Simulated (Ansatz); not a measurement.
## Carrier properties of SnO2 under load (space group P4_2/mnm)

Input:

```
SnO2
1.0
    4.73709     0.00000     0.00000
    0.00000     4.73709     0.00000
    0.00000     0.00000     3.22774
Sn O
2 4
Direct
  0.00000   0.00000   0.00000
  0.50000   0.50000   0.50000
  0.30635   0.30635   0.00000
  0.69365   0.69365   0.00000
  0.80635   0.19365   0.50000
  0.19365   0.80635   0.50000
```

Level of theory: r2SCAN, rigid bands (plane waves, PAW, scalar-relativistic; Ansatz, a quantum-chemistry and plane-wave program). Condition of this run: biaxial stress in the c plane of 2 GPa (compression positive) (the target of the relaxation). How the cell was made: cell and atoms relaxed with PBEsol, then loaded as said.

- band gap: 1.75 eV
- electron conductivity mass (300 K, dilute): 0.23 (x), 0.23 (y), 0.198 (z) mₑ
- hole conductivity mass (300 K, dilute): 1.47 (x), 1.47 (y), 1.89 (z) mₑ
- effective density of states N_c (300 K): 2.4e18 cm⁻³
- effective density of states N_v (300 K): 4.9e19 cm⁻³
- density-of-states mass, electrons: 0.21 mₑ
- density-of-states mass, holes: 1.56 mₑ
- Seebeck coefficient, n-type 1e19 cm⁻³, 300 K: -123 μV/K
- best n-type power factor at 300 K for τ = 10 fs (best axis; densities from 1e16 to 1e21 cm⁻³ tried, whether or not they can be reached): 2.1 μW/(cm·K²) at 1e19 cm⁻³
- Seebeck coefficient, p-type 1e19 cm⁻³, 300 K: 349 μV/K
- best p-type power factor at 300 K for τ = 10 fs (best axis; densities from 1e16 to 1e21 cm⁻³ tried, whether or not they can be reached): 5.0 μW/(cm·K²) at 1e20 cm⁻³

Rigid bands; masses and Seebeck coefficients take one relaxation time τ for all states and one kind of carrier; polarons and phonon drag are left out. Spin-orbit coupling is left out; where it splits the top of the valence band, N_v and the p-type Seebeck coefficient come out somewhat high without it. Geometry: cell and atoms relaxed with PBEsol.
